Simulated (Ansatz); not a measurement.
B₂O₃ (model structure, started from the corundum type, R-3c, No. 167, 10 atoms in the cell), treated with LDA (Ansatz, a quantum-chemistry and plane-wave program, PAW).

Run with plane-wave cutoff 520 eV, 10×10×10 k mesh, Fermi–Dirac smearing 0.01 eV, scalar-relativistic PAW data made under PBE.

Cell (relaxed with PBEsol):

```
B2O3
1.0
    2.18744     1.26292     6.56707
   -2.18744     1.26292     6.56707
    0.00000    -2.52584     6.56707
B O
4 6
Direct
  0.41603   0.41603   0.41603
  0.08397   0.08397   0.08397
  0.58397   0.58397   0.58397
  0.91603   0.91603   0.91603
  0.62830   0.87170   0.25000
  0.25000   0.62830   0.87170
  0.87170   0.25000   0.62830
  0.37170   0.12830   0.75000
  0.75000   0.37170   0.12830
  0.12830   0.75000   0.37170
```

**Question.** Estimate the band gap and smallest direct gap on the k points sampled that the calculation returns.

**Answer.** 
- band gap: 4.61 eV (indirect)
- smallest direct gap on the k points sampled: 5.14 eV

Note: the relaxation could raise the start's symmetry but not lower it, so the cell can be a saddle point; cell and atoms aren't relaxed at this level (largest force component 0.27 eV/Å, pressure -4.5 GPa).

The computed numbers hold no vibrational or temperature effects.

It cost very roughly 40 core-seconds of CPU time.

A model structure was made by putting elements into a prototype or built by hand; it is no filed structure, need not be a known phase, and can be a saddle point held by its symmetry.
